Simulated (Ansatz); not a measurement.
# What uniaxial strain ε_zz = −2.50 % does to ZnCu

Take ZnCu in the CsCl type structure (space group Pm-3m, No. 221; a = 2.908 Å; relaxed with 0.1 eV smearing) as the base. Axes: x, y, z lie along the cube axes.

The change: the cell is compressed by 2.50 % along z with no lateral relaxation, atoms relaxed at fixed cell.

Level of theory: PBEsol (Ansatz, a program for electronic structure; PAW; 420 eV plane waves; no spin-orbit coupling). k-mesh 20×20×20 (Γ-centred); smearing 0.1 eV (Fermi–Dirac).

The volume per atom shrinks by 0.31 Å³, from 12.30 Å³ to 11.99 Å³ and the energy increases by 3.6 meV/atom. The pressure (mean of the normal stresses, compression positive) goes from zero to 3.7 GPa and the band gap remains zero. The stress (xx, yy, zz, yz, xz, xy; compression positive) is (3.6, 3.6, 3.9, 0.0, 0.0, 0.0) GPa.

Final structure:

```yaml
crystal:
  lattice:
    - [2.90849, 0.00000, 0.00000]
    - [0.00000, 2.90849, 0.00000]
    - [0.00000, 0.00000, 2.83577]
  atoms:
    - { symbol: Zn, position: [0.50000, 0.50000, 0.50000] }
    - { symbol: Cu, position: [0.00000, 0.00000, 0.00000] }
```

Whether these cells are dynamically stable was not tested. The final runs are not spin-polarised.
